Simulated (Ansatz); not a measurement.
**MoGe2 (model structure, started from the fluorite type, Fm-3m, No. 225, 3 atoms in the cell): properties by level of theory**

| level (code) | lattice constant a (Å) | formation enthalpy (eV/atom) |
|---|---|---|
| PBE (Ansatz) | (withheld) | 0.473 |
| PBEsol (Ansatz) | 6.015 | 0.444 |
| PBE-D3(BJ) (Ansatz) | 6.027 | 0.469 |

Problem. Complete the blanks.

Solution. 
- PBE (Ansatz, a program for electronic structure), lattice constant a (Å): 6.097

Ansatz's density-functional and Hartree–Fock values are scalar-relativistic unless marked +SOC, with PAW data made under PBE.

A model structure was made by putting elements into a prototype or built by hand; it is no filed structure, need not be a known phase, and can be a saddle point held by its symmetry.
